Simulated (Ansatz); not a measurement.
Results of LDA (Ansatz, an electronic-structure program, PAW) for TiBSi (model structure, started from the MoAlB type, Cmcm, No. 63, 6 atoms in the cell).

Settings: plane-wave cutoff 520 eV, 18×18×18 k mesh, Fermi–Dirac smearing 0.05 eV, no spin polarisation, scalar-relativistic PAW data made under PBE.

Cell (relaxed at this level):

TiBSi is taken in the orthorhombic space group Cmcm (No. 63), Pearson symbol oS12. Conventional cell: a = 3.253 Å, b = 13.056 Å, c = 3.027 Å, α = β = γ = 90.00°. Si on 4c is surrounded by 1 B at 2.213 Å and 4 Si at 2.561 Å and 5 Ti at 2.631–2.683 Å. B on 4c has 2 B at 1.725 Å and 1 Si at 2.213 Å and 6 Ti at 2.305–2.363 Å. Ti on 4c sees 6 B at 2.305–2.363 Å and 5 Si at 2.631–2.683 Å and 2 Ti at 2.868 Å and 2 Ti at 3.027 Å and 2 Ti at 3.253 Å. (Neighbours: up to the widest gap in distance over summed covalent radii, below 1.35, at either atom; cation-cation and far metal-metal contacts left out.)
(The calculation used a cell of 6 atoms; values per cell refer to that cell.)

Problem. Estimate the bulk modulus that the calculation returns.

Solution. 
- bulk modulus = 202 GPa

Note: the run has no spin polarisation, so it can have missed a magnetic state; the bulk modulus is −V dP/dV from two relaxed cells at ±2 % in volume; the relaxation could raise the start's symmetry but not lower it, so the cell can be a saddle point.

Computed values are for the static lattice.

Computing time: very roughly 7 core-minutes.

A model structure was made by putting elements into a prototype or built by hand; it is no filed structure, need not be a known phase, and can be a saddle point held by its symmetry.
